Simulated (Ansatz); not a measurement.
## How the c axis length of TiSi (model structure, started from the CoSn type, P6/mmm, No. 191, 6 atoms in the cell) moves with the method

No measured value is used here.

```csv
level (code),value (Å)
PBE (Ansatz),4.238
PBEsol (Ansatz),4.218
PBE-D3(BJ) (Ansatz),4.190
```

Ansatz's density-functional and Hartree–Fock values are scalar-relativistic unless marked +SOC, with PAW data made under PBE.

A model structure was made by putting elements into a prototype or built by hand; it is no filed structure, need not be a known phase, and can be a saddle point held by its symmetry.

Ansatz is a first-principles code.
